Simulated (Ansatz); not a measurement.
Base system: TiO₂ in the anatase structure (space group I4_1/amd, No. 141).

```
TiO2
1.0
   -1.88487     1.88487     4.77774
    1.88487    -1.88487     4.77774
    1.88487     1.88487    -4.77774
Ti O
2 4
Direct
  0.50000   0.50000   0.00000
  0.25000   0.75000   0.50000
  0.29253   0.29253   0.00000
  0.04253   0.54253   0.50000
  0.45747   0.95747   0.50000
  0.70747   0.70747   0.00000
```

Cartesian axes are those of the cell as printed.

The values are results of PBEsol (Ansatz, an electronic-structure program), no spin-orbit coupling, earlier PAW set, not measurements.

Before the change:

Smallest direct gap: 2.44 eV
Band gap: 2.11 eV

It is then changed as follows: tensor shear ε_xy = −3.20 % (engineering shear γ = -0.0640); the atoms relax in the strained cell.

Q: How does this affect the smallest direct gap?

A: The smallest direct gap drops by 0.13 eV (2.44 eV → 2.31 eV).

Q: What does the calculation give for the energy relative to the base after the change?

A: The energy increases by 8.7 meV/atom.

Q: How does this affect the stress?

A: The stress (xx, yy, zz, yz, xz, xy; compression positive) is (0.04, 0.04, 0.16, 0.00, 0.00, 3.88) GPa.

Q: What happens to the band gap?

A: The band gap falls by 0.04 eV, from 2.11 eV to 2.07 eV.

Whether these cells are dynamically stable was not tested. The final runs are not spin-polarised.
